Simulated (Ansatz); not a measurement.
Structures of equal composition on the (0001) surface of 4H silicon carbide (Si plane on top): (√3x√3)R30° Bi adatom at H3; (√3x√3)R30° Bi adatom at T4. The slabs share one bottom face, and each structure is named by its start. These are constructed structures in small cells; real faces may alloy, dewet or reconstruct in larger ones, and not all known structures of the face are among them. Slabs of about 10 Å with all that they carry, Fermi-Dirac smearing of 0.025 eV. Bottom of the slabs: H caps. Relaxed from the named starts with such symmetry as they have, on meshes of like density; energies extrapolated to zero smearing; no spin-orbit coupling, no U. Spin-polarised runs, if any, are marked in brackets, and their order is one that fits the cell; the others ran without spin. Where a second, spin-polarised start was run, the lower counts.

Host crystal: 4H silicon carbide, with a band gap (PBE, scalar-relativistic without spin-orbit coupling).

These are r2SCAN, at the PBE geometry (plane waves to 500 eV, PAW; Ansatz, a quantum-chemistry and plane-wave program) values and carry that method's errors.

**Question.** Order them by energy per 1x1 cell (lowest first) at the level r2SCAN, at the PBE geometry.

**Answer.** (√3x√3)R30° Bi adatom at T4 (0.000 eV, gap 2.25 eV on the mesh), (√3x√3)R30° Bi adatom at H3 (0.103 eV, gap 1.98 eV on the mesh)
